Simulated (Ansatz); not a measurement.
## What biaxial strain −2.50 %, plane normal [111], relaxed out of plane does to SnTe

Start from SnTe in the rock salt structure (space group Fm-3m, No. 225; a = 6.3697 Å). Axes: x, y, z lie along the cube axes.

One thing is altered: compressive biaxial strain of 2.50 % in the plane normal to [111], as in epitaxy on a mismatched substrate; the out-of-plane cell vector and the atoms relax.

Method: r2SCAN, PAW, 500 eV (Ansatz, a program for electronic structure; scalar-relativistic without spin-orbit coupling). Γ-centred 13×13×13 mesh, Fermi–Dirac width 0.05 eV.

- Volume per atom = 31.44 Å³ (base 32.30 Å³)
- Space group = R-3m (No. 166) (base Fm-3m (No. 225))
- Energy relative to the base (free energy F) = +9.1 meV/atom
- Pressure (mean of the normal stresses, compression positive) = 1.2 GPa (base 0.0 GPa)
- Band gap = zero (base 0.13 eV)
- Out-of-plane strain = +2.39 % (rough)

Final structure (turned so that z lies along the plane normal):

```xyz
2
Lattice="4.3914 0.0000 0.0000 2.1957 3.8031 0.0000 2.1957 -1.2677 3.7655" Properties=species:S:1:pos:R:3 pbc="T T T"
Sn     0.0000     0.0000     0.0000
Te     2.1957     1.2677     1.8827
```

Without a gap, meshes like the base's 13×13×13 leave anisotropic stresses uncertain by several tenths of a GPa, and small strain energies with them. With Te present, leaving out spin-orbit coupling can change the band edges. Whether these cells are dynamically stable was not tested. All final runs are without spin polarisation. A zero or small gap of SnTe can be the functional's error rather than a property of the material.
